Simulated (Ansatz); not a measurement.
System: MoSe (model structure, started from the WC type, P-6m2, No. 187, 2 atoms in the cell). Method: LDA in Ansatz (plane waves, PAW).

Run with plane-wave cutoff 520 eV, 18×18×16 k mesh (along the axes of the cell as run), Fermi–Dirac smearing 0.05 eV, no spin polarisation, scalar-relativistic PAW data made under PBE.

Cell (relaxed at this level):

```
CELL_PARAMETERS angstrom
      3.17776     0.00000     0.00000
     -1.58888     2.75202     0.00000
      0.00000     0.00000     3.59543
ATOMIC_POSITIONS crystal
  Mo 0.00000 0.00000 0.00000
  Se 0.66667 0.33333 0.50000
```

Predict the bulk modulus.


- bulk modulus: 178 GPa

Note: the run has no spin polarisation, so it can have missed a magnetic state; the bulk modulus is −V dP/dV from two relaxed cells at ±2 % in volume; the relaxation could raise the start's symmetry but not lower it, so the cell can be a saddle point.

Computing time: very roughly 3 core-minutes.

A model structure was made by putting elements into a prototype or built by hand; it is no filed structure, need not be a known phase, and can be a saddle point held by its symmetry.

Ansatz is a quantum-chemistry and plane-wave program.
